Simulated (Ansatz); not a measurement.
Take Sb in the diamond structure (space group Fd-3m, No. 227; a = 6.9884 Å; a hypothetical phase, not in the database extracts checked; relaxed with 0.1 eV smearing) as the base. Axes: x, y, z lie along the cube axes.

Method: PBE (Ansatz, a quantum-chemistry and plane-wave program), no spin-orbit coupling.

Modification: the cell is stretched by 1.14 % along z with no lateral relaxation, atoms relaxed at fixed cell.

Question: Predict the stress tensor and what it implies for the stiffness.

Answer: Stress of the strained cell less that of the base (GPa, compression positive):
```
   -0.4     0.0     0.0
    0.0    -0.4     0.0
    0.0     0.0    -0.3
```

Then −Δσ_ii/ε with ε = 0.0114 gives relaxed-ion elastic constants: C33 ≈ 28 GPa, C13 ≈ 32 GPa and C23 ≈ 32 GPa.

An off-diagonal value above the diagonal one breaks a Born criterion: the base is elastically unstable at this level, or the strain is beyond its stable range.

No phonon test of stability was made.
